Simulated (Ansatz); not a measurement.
For CuI (P4/nmm, No. 129, 4 atoms in the cell; start mp-22863; a measured phase of this formula has another space group), LDA in Ansatz (plane waves, PAW) gives:

| Item | Result |
|---|---|
| lattice constant a | 3.956 Å |
| lattice parameter c | 6.190 Å |

**Question.** What does r²SCAN-D4 (Ansatz, a quantum-chemistry and plane-wave program, PAW) give for the same quantities?

**Answer.** 
- lattice constant a: 4.071 Å (rises by 2.9 %)
- lattice parameter c: 6.398 Å (increases by 3.4 %)

Changes are worked out from the printed values.

Unless a cell is named, each level is at its own relaxed cell (LDA 24.22, r²SCAN-D4 26.51 Å³/atom).

Caveats: the relaxation could not lower the start's symmetry, so the cell can be a saddle point above a distorted one (LDA, r²SCAN-D4). Ansatz's density-functional and Hartree–Fock values are scalar-relativistic unless marked +SOC, with PAW data made under PBE.

A start named mp-… is a Materials Project structure, which need not be a measured phase.
